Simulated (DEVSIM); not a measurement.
Structure: abrupt Si p-n junction, at 350 K.

| layer (left to right) | material | thickness (μm) | Nd (cm⁻³) | Na (cm⁻³) | τn (s) | τp (s) |
|---|---|---|---|---|---|---|
| 1 | Si | 0.870 | - | 6.2e17 | 2.7e-5 | 2.7e-5 |
| 2 | Si | 140 | 1.1e17 | - | 2.7e-5 | 2.7e-5 |

Left contact: ohmic. Right contact: ohmic. Voltage is applied to the left contact. Recombination: SRH at mid-gap, radiative, Auger. Mobility is μmin + (μ − μmin)/(1 + (N/Nref)^α).

Constants are typed, rounded textbook-type inputs, not results; the design itself was drawn at random and stands for no fabricated device. Values at 300 K; Nc and Nv go as T^1.5, mobilities as T to minus their exponent, the gap by Varshni's rule with the affinity fixed.

| parameter | Si |
|---|---|
| gap (eV) | 1.124 |
| affinity (eV) | 4.05 |
| permittivity | 11.7 |
| Nc (cm⁻³) | 2.86e19 |
| Nv (cm⁻³) | 3.1e19 |
| μn (cm²/Vs) | 1417 |
| μp (cm²/Vs) | 470 |
| μn,min | 52 |
| μp,min | 45 |
| Nref,n | 9.7e16 |
| Nref,p | 2.2e17 |
| αn | 0.68 |
| αp | 0.72 |
| T exponent of μn | 2.3 |
| T exponent of μp | 2.2 |
| B (cm³/s) | 4.7e-15 |
| Cn (cm⁶/s) | 2.8e-31 |
| Cp (cm⁶/s) | 9.9e-32 |
| Varshni α (eV/K) | 0.000473 |
| Varshni β (K) | 636 |

Model (solved in DEVSIM): 1D drift-diffusion, Boltzmann statistics, complete ionisation; no tunnelling, impact ionisation, image-force lowering or self-heating.

The thickness of layer 1 was swept, all else fixed.

```
thickness of layer 1 (μm)  dark forward voltage at 100 A/cm² (V)  dark forward voltage at 1 A/cm² (V)
-------------------------  -------------------------------------  -----------------------------------
0.17                                                       0.825                                0.540
0.3                                                        0.836                                0.557
0.52                                                           …                                    …
0.87                                                       0.849                                0.589
1.5                                                        0.853                                0.605
2.6                                                        0.856                                0.620
4.3                                                        0.859                                0.633
```

**Question.** Complete the blanks.

**Answer.** 
- 0.52, dark forward voltage at 100 A/cm² (V): 0.844
- 0.52, dark forward voltage at 1 A/cm² (V): 0.574
